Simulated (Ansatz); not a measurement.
## A constructed model of the (0001) surface of hcp Os, a pseudomorphic layer of Co in the host's stacking (bottom of the slab: a bare face, its two planes held)

These are PBE (plane waves to 420 eV, PAW; Ansatz, a quantum-chemistry and plane-wave program) values and carry that method's errors.

Set-up: 7 atoms, 13.2 Å thick at the start; mesh 16x16x1; 0.1 eV smearing; dipole correction on; 2 atoms held, the rest relaxed; start symmetry kept, larger cells not searched; spin-polarised, ending with about 1.6 μB a cell; orders that need a larger cell were not tried, no spin-orbit, no U. It is one candidate, not shown to be the stable structure of the face.

| Quantity | Value |
|---|---|
| work function of the top face | 4.53 eV |
| energy released by relaxation | 0.36 eV |
| magnetic moment of the cell | 1.58 μB |
| cost | very roughly 6 core-minutes |
